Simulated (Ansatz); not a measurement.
Reference: MgTe (P6_3mc), PBEsol with spin-orbit coupling, rigid bands (plane waves, PAW; Ansatz, an electronic-structure program); axes and stresses refer to this cell.

```xyz
4
Lattice="4.5610 0.0000 0.0000 -2.2805 3.9499 0.0000 0.0000 0.0000 7.4110" Properties=species:S:1:pos:R:3 pbc="T T T"
Mg     0.0000     2.6333     7.3857
Mg     2.2805     1.3166     3.6802
Te     0.0000     2.6333     2.7674
Te     2.2805     1.3166     6.4729
```

The hole conductivity mass is 1.14 mₑ. The hole mass along z is 0.89 mₑ and the hole mass along x is 1.34 mₑ.

Problem. Change: functional PBE, cell relaxed with it. What happens to hole conductivity mass, hole mass along z, hole mass along x?

Solution. hole conductivity mass grows to 1.20 mₑ; hole mass along z grows to 1.00 mₑ; hole mass along x moves little, to 1.33 mₑ.

Masses are for dilute carriers at 300 K, harmonic means over directions unless an axis is named.
